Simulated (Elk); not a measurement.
Elk run on Yb (Fm-3m, 1 atom in the cell): self-consistent single point.

Computed with PBE, all-electron FP-LAPW, Elk's shipped species files, APW+lo basis with extra local orbitals in Elk 10.2.4.

```xyz
1
Lattice="0.0000 2.7537 2.7537 2.7537 0.0000 2.7537 2.7537 2.7537 0.0000" Properties=species:S:1:pos:R:3 pbc="T T T"
Yb     0.0000     0.0000     0.0000
```

Reference input (self-consistent single point, DFT, PBE, all-electron FP-LAPW, Elk's shipped species files, APW+lo basis with extra local orbitals): xctype = 20; rgkmax = 8; stype = 3; swidth = 0.00367493 Ha; ngridk = 10 10 10; gmaxvr = 16 1/bohr; nxlo = 2; lorbcnd = true; lmaxi = 3. This run's input differs from it in these lines:

```diff
@@ -27,2 +27,8 @@
 
+epspot
+  3.7e-16
+
+epsengy
+  3.7e-14
+
 avec
```

Output, abridged:

```
│ Self-consistent loop started │
│ Loop number : 1 │
 total energy                :     -13910.0517067
│ Loop number : 2 │
 total energy                :     -13951.8806497
RMS change in Kohn-Sham potential (target) :    1.560718243     (  0.3700000000E-15)
Absolute change in total energy (target)   :    41.82894301     (  0.3700000000E-13)
│ Loop number : 3 │
 total energy                :     -14052.4312800
RMS change in Kohn-Sham potential (target) :   0.3129117269     (  0.3700000000E-15)
Absolute change in total energy (target)   :    111.0078661     (  0.3700000000E-13)
│ Loop number : 4 │
   [... lines left out ...]
Absolute change in total energy (target)   :   0.1127407813E-05 (  0.3700000000E-13)
│ Loop number : 198 │
 total energy                :     -14076.0382687
RMS change in Kohn-Sham potential (target) :   0.3860750724E-08 (  0.3700000000E-15)
Absolute change in total energy (target)   :   0.9871491784E-06 (  0.3700000000E-13)
│ Loop number : 199 │
 total energy                :     -14076.0382689
RMS change in Kohn-Sham potential (target) :   0.3581332467E-08 (  0.3700000000E-15)
Absolute change in total energy (target)   :   0.5442052498E-07 (  0.3700000000E-13)
│ Loop number : 200 │
Reached self-consistent loops maximum

Energies :
 Fermi                       :     0.143978894176
 total energy                :     -14076.0382687

Density of states at Fermi energy :    59.63839675
 (states/Hartree/unit cell)

Estimated indirect band gap :   0.2220236448E-02
 from k-point     26 to k-point     46
Estimated direct band gap   :   0.1104173578E-01
 at k-point     43

Charges :
 core                        :    46.00000000
 valence                     :    24.00000000
 interstitial                :    1.827656457
 muffin-tins (core leakage)
  species :    1 (Yb)
   atom    1                 :    68.17234354     (  0.1120333145E-05)
 total in muffin-tins        :    68.17234354
 total calculated charge     :    69.99703710
 total charge                :    70.00000000
 error                       :   0.2962897443E-02

│ Self-consistent loop stopped │
```

The run ended unconverged after 200 iterations. 

The starting cell has typed, rounded lattice constants, without a prior relaxation at this level. Its lattice was rescaled by up to half a per cent. Spin-orbit coupling is off. Values depend on the basis (sphere radii, cutoffs, local orbitals), which need not be converged.

Cost on one core of a shared machine: roughly 2 min.
